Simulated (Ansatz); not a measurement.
Reference: AlN (P6_3mc), PBEsol with spin-orbit coupling, rigid bands (plane waves, PAW; Ansatz, a first-principles code); axes and stresses refer to this cell.

```xyz
4
Lattice="3.1138 0.0000 0.0000 -1.5569 2.6966 0.0000 0.0000 0.0000 4.9837" Properties=species:S:1:pos:R:3 pbc="T T T"
Al     1.5569     0.8989     2.4870
Al     0.0000     1.7977     4.9788
N      1.5569     0.8989     4.3905
N      0.0000     1.7977     1.8987
```

The hole mass along x comes out as 3.7 mₑ. The hole conductivity mass is 1.01 mₑ. The band gap comes out as 4.10 eV.

Q: Change: biaxial stress xx = yy = -2 GPa (compression positive). What happens to hole mass along x, hole conductivity mass, band gap?

A: hole mass along x shrinks to 3.5 mₑ; hole conductivity mass shrinks to 0.95 mₑ; band gap moves little, to 4.00 eV.

Q: Change: biaxial stress xx = yy = 1 GPa (compression positive). What happens to hole mass along x, hole conductivity mass, band gap?

A: hole mass along x moves little, to 3.8 mₑ; hole conductivity mass goes up to 1.05 mₑ; band gap moves little, to 4.14 eV.

Q: Change: hydrostatic pressure 10 GPa. What happens to hole mass along x, hole conductivity mass, band gap?

A: hole mass along x moves little, to 3.7 mₑ; hole conductivity mass decreases to 0.97 mₑ; band gap grows to 4.47 eV.

Q: Change: hydrostatic pressure 5 GPa. What happens to hole mass along x, hole conductivity mass, band gap?

A: hole mass along x moves little, to 3.7 mₑ; hole conductivity mass moves little, to 0.99 mₑ; band gap increases to 4.29 eV.

Q: Change: uniaxial stress zz = -2 GPa (compression positive). What happens to hole mass along x, hole conductivity mass, band gap?

A: hole mass along x goes up to 3.8 mₑ; hole conductivity mass goes up to 1.12 mₑ; band gap moves little, to 4.10 eV.

Q: Change: uniaxial stress zz = 2 GPa (compression positive). What happens to hole mass along x, hole conductivity mass, band gap?

A: hole mass along x shrinks to 3.5 mₑ; hole conductivity mass drops to 0.94 mₑ; band gap moves little, to 4.08 eV.

Masses are for dilute carriers at 300 K, harmonic means over directions unless an axis is named. Stresses and pressures are the targets of the relaxation.  The structure type is held under load, also where the real crystal would transform.
